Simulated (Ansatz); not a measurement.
**How well does each level of theory give the bulk modulus of A15 Nb3Sn (cubic form, which distorts at low temperature)?**

Reference value: 165 GPa (measured, 4 K, zero-point motion not removed; as tabulated in Lu and Klein (1997), arXiv:cond-mat/9704251).

Question: What do LDA, PBE, PBEsol, PBEsol+SOC, r²SCAN, r²SCAN+SOC, HSE06 give, and how far is each from the reference?

Answer: 
```json
[
 {"level (code)": "LDA (Ansatz)", "value (GPa)": "185", "cell (Å³/atom)": "17.79", "difference (%)": "+12.1"},
 {"level (code)": "PBE (Ansatz)", "value (GPa)": "162", "cell (Å³/atom)": "18.81", "difference (%)": "-1.8"},
 {"level (code)": "PBEsol (Ansatz)", "value (GPa)": "176", "cell (Å³/atom)": "18.18", "difference (%)": "+6.7"},
 {"level (code)": "PBEsol+SOC (Ansatz)", "value (GPa)": "176", "cell (Å³/atom)": "18.17", "difference (%)": "+6.7"},
 {"level (code)": "r²SCAN (Ansatz)", "value (GPa)": "170", "cell (Å³/atom)": "18.66", "difference (%)": "+3.0"},
 {"level (code)": "r²SCAN+SOC (Ansatz)", "value (GPa)": "170", "cell (Å³/atom)": "18.65", "difference (%)": "+3.0"},
 {"level (code)": "HSE06 (Ansatz)", "value (GPa)": "177", "cell (Å³/atom)": "18.43", "difference (%)": "+7.3"}
]
```

Once the reference is moved by up to 5.3 % (a margin picked here for doubts on the reference and the settings, and for temperature and zero-point motion) and values within 1.7 % count as equal, the nearest can be PBE (-1.8 %), r²SCAN (+3.0 %), r²SCAN+SOC (+3.0 %), PBEsol (+6.7 %), PBEsol+SOC (+6.7 %) or HSE06 (+7.3 %).

The reference isn't brought to a static lattice, while the calculations are for one, so the differences are not the levels' errors alone.  LDA, PBE, PBEsol, PBEsol+SOC, r²SCAN, r²SCAN+SOC, HSE06: symmetry holds this phase in the static calculation, where it need not be a minimum. HSE06: the run has no spin polarisation, so it can have missed a magnetic state. Each level is taken at its own relaxed cell. Cutoffs and k meshes differ between the levels. Ansatz's density-functional and Hartree–Fock values are scalar-relativistic unless marked +SOC, with PAW data made under PBE.

Differences are worked out from the printed values.

Ansatz is a first-principles code.
